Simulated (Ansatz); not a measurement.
BeS (model structure, started from the BN type, Pm-3n, No. 223, 12 atoms in the cell), treated with LDA (Ansatz, a first-principles code, plane waves, PAW).

Numerical settings: plane-wave cutoff 520 eV, 6×6×6 k mesh, Fermi–Dirac smearing 0.01 eV, scalar-relativistic PAW data made under PBE.

Cell (relaxed at this level):

```cif
data_Be6S6
_chemical_formula_sum 'Be6 S6'
_space_group_name_H-M_alt 'P 1'
_space_group_IT_number 1
_cell_length_a 5.91305
_cell_length_b 5.91305
_cell_length_c 5.91305
_cell_angle_alpha 90.000
_cell_angle_beta 90.000
_cell_angle_gamma 90.000
loop_
_space_group_symop_operation_xyz
  'x, y, z'
loop_
_atom_site_label
_atom_site_type_symbol
_atom_site_fract_x
_atom_site_fract_y
_atom_site_fract_z
_atom_site_occupancy
Be1 Be 0.25000 0.00000 0.50000 1
Be2 Be 0.50000 0.25000 0.00000 1
Be3 Be 0.50000 0.75000 0.00000 1
Be4 Be 0.75000 0.00000 0.50000 1
Be5 Be 0.00000 0.50000 0.75000 1
Be6 Be 0.00000 0.50000 0.25000 1
S1 S 0.25000 0.50000 0.00000 1
S2 S 0.00000 0.25000 0.50000 1
S3 S 0.00000 0.75000 0.50000 1
S4 S 0.75000 0.50000 0.00000 1
S5 S 0.50000 0.00000 0.75000 1
S6 S 0.50000 0.00000 0.25000 1
```

### Question
Give the computed band gap and Γ–Γ gap.

### Answer

- band gap: 3.02 eV (on the SCF k mesh)
- Γ–Γ gap: 3.68 eV

Note: the relaxation could raise the start's symmetry but not lower it, so the cell can be a saddle point.

A model structure was made by putting elements into a prototype or built by hand; it is no filed structure, need not be a known phase, and can be a saddle point held by its symmetry.
